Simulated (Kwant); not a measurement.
System: GaN/Al0.2Ga0.8N stack with 3 barriers. One parabolic valley. Leads of mass 0.2 mₑ with the band edge at 0; grid 0.1 nm; bias swept from 0.014 to 0.4369 V, dropping linearly over the stack. Emitter Fermi level 0.029 eV, 300 K, equal in the collector.

```tsv
layer	thickness (nm)	band offset (eV)	mass (mₑ)
1	0.8	0.35	0.22
2	3.5	0	0.2
3	0.8	0.35	0.22
4	3.5	0	0.2
5	0.8	0.35	0.22
```

Constants are typed, rounded textbook-type inputs, not results; the design itself was drawn at random and stands for no fabricated device.

Kwant, one-band effective-mass tight-binding model in one dimension, coherent, no space charge, current by the Tsu-Esaki formula.

Sweep values stay those of the base run.

Base results: peak-to-valley ratio 1.0; J (A/cm²) at bias = 0.3312 V 404000; J (A/cm²) at bias = 0.4369 V 299000; J (A/cm²) at bias = 0.1197 V 466000.

### Question
What follows from this one change: Fermi level in the emitter 0.029 → 0.022 eV?

### Answer
peak-to-valley ratio little changed (1.0); J at bias = 0.3312 V 404000 → 324000 A/cm²; J at bias = 0.4369 V 299000 → 243000 A/cm²; J at bias = 0.1197 V 466000 → 376000 A/cm².

### Question
What follows from this one change: height of the first barrier 0.35 → 0.21 eV?

### Answer
peak-to-valley ratio 1.0 → 1.2; J at bias = 0.3312 V 404000 → 818000 A/cm²; J at bias = 0.4369 V 299000 → 601000 A/cm²; J at bias = 0.1197 V 466000 → 631000 A/cm².
